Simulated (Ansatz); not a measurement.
## Zr, response to strain

Consider Zr in the hcp (Mg type) structure (space group P6_3/mmc, No. 194; relaxed with 0.1 eV smearing).

```
CELL_PARAMETERS angstrom
      3.24436     0.00000     0.00000
     -1.62218     2.80969     0.00000
      0.00000     0.00000     5.15838
ATOMIC_POSITIONS crystal
  Zr 0.33333 0.66667 0.75000
  Zr 0.66667 0.33333 0.25000
```

Cartesian axes are those of the cell as printed.

Strains are applied to the cell and any free atomic positions relax; under biaxial strain the out-of-plane vector relaxes too; under stress the whole cell relaxes.

All numbers come from r2SCAN in Ansatz (plane waves to 500 eV, PAW, no SOC), earlier PAW set.

| variant | space group | volume per atom |
|---|---|---|
| base | P6_3/mmc (No. 194) | 23.51 Å³ |
| biaxial strain −2.39 %, plane normal [001], relaxed out of plane | P6_3/mmc (No. 194) | 22.84 Å³ |
| biaxial strain −0.35 %, plane normal [001], relaxed out of plane | P6_3/mmc (No. 194) | 23.41 Å³ |
| biaxial strain +0.84 %, plane normal [001], relaxed out of plane | P6_3/mmc (No. 194) | [?] |
| biaxial strain +1.13 %, plane normal [001], relaxed out of plane | P6_3/mmc (No. 194) | [?] |
| biaxial strain +4.98 %, plane normal [001], relaxed out of plane | P6_3/mmc (No. 194) | [?] |
| isotropic strain +5.33 % | P6_3/mmc (No. 194) | 27.47 Å³ |
| uniaxial strain ε_xx = −0.25 % | Cmcm (No. 63) | 23.45 Å³ |
| tensor shear ε_yz = −0.96 % | C2/m (No. 12) | 23.51 Å³ |
| uniaxial stress, 3 GPa compression along x | Cmcm (No. 63) | [?] |

**Question.** Complete the table.

**Answer.** 
- biaxial strain +0.84 %, plane normal [001], relaxed out of plane, volume per atom: 23.76 Å³
- biaxial strain +1.13 %, plane normal [001], relaxed out of plane, volume per atom: 23.85 Å³
- biaxial strain +4.98 %, plane normal [001], relaxed out of plane, volume per atom: 24.99 Å³
- uniaxial stress, 3 GPa compression along x, volume per atom: 23.25 Å³

Beyond what the load breaks, stability against distortions was not tested. The final runs are not spin-polarised.

Ansatz is a first-principles code.
